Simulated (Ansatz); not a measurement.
NbAg (model structure, Pmma, No. 51, 4 atoms in the cell) was calculated with PBE (PAW; Ansatz, a quantum-chemistry and plane-wave program).

Numerical settings: plane-wave cutoff 520 eV, 12×18×12 k mesh (along the axes of the cell as run), Fermi–Dirac smearing 0.05 eV, no spin polarisation, scalar-relativistic PAW data made under PBE.

Cell (relaxed at this level):

```cif
data_Ag2Nb2
_chemical_formula_sum 'Ag2 Nb2'
_space_group_name_H-M_alt 'Pmma'
_space_group_IT_number 51
_space_group_name_Hall '-P 2a 2a'
_cell_length_a 4.78192
_cell_length_b 2.77390
_cell_length_c 5.32777
_cell_angle_alpha 90.000
_cell_angle_beta 90.000
_cell_angle_gamma 90.000
loop_
_atom_site_label
_atom_site_type_symbol
_atom_site_symmetry_multiplicity
_atom_site_Wyckoff_symbol
_atom_site_fract_x
_atom_site_fract_y
_atom_site_fract_z
_atom_site_occupancy
Ag1 Ag 2 e 0.75000 0.00000 0.14626 1
Nb1 Nb 2 f 0.25000 0.50000 0.35299 1
```

Question: What does this level give for the bulk modulus B0?

Answer: 
- bulk modulus B0 = 143 GPa

Note: the run has no spin polarisation, so it can have missed a magnetic state; the bulk modulus is −V dP/dV from two relaxed cells at ±2 % in volume; the relaxation could raise the start's symmetry but not lower it, so the cell can be a saddle point.

It cost about 11 core-minutes (a rough figure) of CPU time.

A model structure was made by putting elements into a prototype or built by hand; it is no filed structure, need not be a known phase, and can be a saddle point held by its symmetry.
